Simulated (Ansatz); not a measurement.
Structures of equal composition on the (111) surface of fcc Al: a pseudomorphic layer of Zr in the host's stacking; a pseudomorphic layer of Zr in the other hollow. The slabs share one bottom face, and each structure is named by its start. These are constructed structures in small cells; real faces may alloy, dewet or reconstruct in larger ones, and not all known structures of the face are among them. Slabs of about 12 Å, Fermi-Dirac smearing of 0.1 eV. Bottom of the slabs: a bare face, its two planes held. Relaxed from the named starts with such symmetry as they have, on meshes of like density; energies extrapolated to zero smearing; spin only where a row says so; no spin-orbit coupling, no U. Brackets mark spin-polarised runs, whose order is one that fits the cell.

The numbers are results of PBE (plane waves to 420 eV, PAW; Ansatz, an electronic-structure program), not measurements.

Q: Rank these by energy per 1x1 cell (lowest first), as PBE gives it.

A: a pseudomorphic layer of Zr in the host's stacking (0.000 eV), a pseudomorphic layer of Zr in the other hollow (0.053 eV)
